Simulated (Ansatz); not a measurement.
Ansatz (a first-principles code) run on BAs (F-43m, 2 atoms in the cell): self-consistent single point.

Level of theory: LDA (PW92), PAW files made with PBE (plane waves; Ansatz).

```
BAs
1.0
    0.00000     2.40649     2.40649
    2.40649     0.00000     2.40649
    2.40649     2.40649     0.00000
B As
1 1
Direct
  0.25000   0.25000   0.25000
  0.00000   0.00000   0.00000
```

Reference input (self-consistent single point, DFT, LDA (PW92), plane waves, PAW files made with PBE): basis.ecutwfc = 420 eV; kpoints.mp_grid.grid = 10 10 10; hamiltonian.xc = lda; hamiltonian.pseudopotentials = {kind: paw} (the program's default PAW files); scf.occupations.method = fixed. This run's input differs from it in these lines:

Ansatz 0.2 input:
```diff
@@ -9,3 +9,3 @@
 basis:
-  ecutwfc: 420.0 eV
+  ecutwfc: 210.0 eV
 kpoints:
```

Log, with long lists cut:

```
SCF iter   1: F=—  HF=-4920.716426 eV  |F-HF|=—  |Δ(HF+E_count)|=         —  Δρ=6.86e-2  dr2=1.61e0  ethr=3.10e-3  ⟨swp⟩=3.8  Hψ=2541  notcnv=0  defer=76
all-band conjugate gradients solve this SCF's bands
preconditioner: auto → none
SCF iter   2: F=—  HF=-4919.621905 eV  |F-HF|=—  |Δ(HF+E_count)|=    1.09e0  Δρ=2.90e-2  dr2=2.65e-1  ethr=3.10e-3  ⟨swp⟩=2.0  Hψ=1555  notcnv=0  defer=43
SCF iter   3: F=—  HF=-4919.520501 eV  |F-HF|=—  |Δ(HF+E_count)|=   1.01e-1  Δρ=1.05e-2  dr2=2.27e-2  ethr=1.47e-3  ⟨swp⟩=2.0  Hψ=853  notcnv=0  defer=85
SCF iter   4: F=—  HF=-4919.509588 eV  |F-HF|=—  |Δ(HF+E_count)|=   1.09e-2  Δρ=2.00e-3  dr2=3.44e-4  ethr=1.26e-4  ⟨swp⟩=2.0  Hψ=1207  notcnv=0  defer=86
SCF iter   5: F=—  HF=-4919.509602 eV  |F-HF|=—  |Δ(HF+E_count)|=   1.39e-5  Δρ=1.85e-4  dr2=3.34e-6  ethr=1.91e-6  ⟨swp⟩=1.0  Hψ=611  notcnv=0  defer=37
SCF iter   6: F=—  HF=-4919.509602 eV  |F-HF|=—  |Δ(HF+E_count)|=   1.94e-7  Δρ=8.37e-6  dr2=1.62e-8  ethr=5.56e-10  ⟨swp⟩=3.7  Hψ=2879  notcnv=0
SCF iter   7: F=-4919.509602 eV  HF=-4919.509602 eV  |F-HF|=1.17e-10  |Δ(HF+E_count)|=   3.04e-9  Δρ=8.93e-7  dr2=1.72e-10  ethr=8.99e-11  ⟨swp⟩=1.9  Hψ=1857  notcnv=0
SCF 1 converged in 7 iterations: F = -4919.509602 eV  dr2 = 1.72e-10
Free energy (F): -4919.509602 eV
Internal energy: -4919.509602 eV  (E = F + TS)
E sigma→0 (E₀):  -4919.509602 eV
Fermi energy:    10.081188 eV
--- Forces (eV/Å), atoms counted from 1 ---
  atom   1  B     -0.00000000     0.00000000    -0.00000000
  atom   2  As    -0.00000000     0.00000000     0.00000000
--- Stress (GPa, compression-positive) ---
        0.792709       0.000000       0.000000
       -0.000000       0.792709       0.000000
       -0.000000       0.000000       0.792709
  P = ⅓ Tr σ = 0.7927 GPa (7.927 kbar)
  The stress holds the Pulay correction. Without it, at fixed plane waves, as pw.x and ABINIT print it: P = -116.9982 GPa
```

The run converged in 7 iterations. Against the reference run the free energy goes up by 2.00 eV/atom, the pressure goes from -6.77 to 0.79 GPa and the gap on the mesh goes from 1.149 to 1.217 eV.

The starting cell comes from a database of computed structures (which also holds hypothetical and non-ambient phases and stackings), without a prior relaxation at this level. Its lattice was rescaled by a random factor within 2.5 % of one. Ansatz's pressure includes its estimate of the finite-basis (Pulay) stress. Without the estimate this run gives -117.00 GPa. The cutoff lies below the one recommended for these files.
